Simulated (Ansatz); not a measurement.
Ru₂Al₃ (I4/mmm, No. 139, 5 atoms in the cell; start mp-1070580), treated with LDA (Ansatz, an electronic-structure program, PAW).

Run with plane-wave cutoff 520 eV, 26×26×26 k mesh, Fermi–Dirac smearing 0.05 eV, no spin polarisation, scalar-relativistic PAW data made under PBE.

Cell (relaxed at this level):

```
Al3Ru2
1.0
   -1.52534     1.52534     7.06736
    1.52534    -1.52534     7.06736
    1.52534     1.52534    -7.06736
Al Ru
3 2
Direct
  0.00000   0.00000   0.00000
  0.80625   0.80625   0.00000
  0.19375   0.19375   0.00000
  0.60572   0.60572   0.00000
  0.39428   0.39428   0.00000
```

Q: Predict the bulk modulus B0.

A: 
bulk modulus B0: 200 GPa

Note: the run has no spin polarisation, so it can have missed a magnetic state; the bulk modulus is −V dP/dV from two relaxed cells at ±2 % in volume; the relaxation could not lower the start's symmetry, so the cell can be a saddle point above a distorted one.

The computed numbers hold no vibrational or temperature effects.

A start named mp-… is a Materials Project structure, which need not be a measured phase.
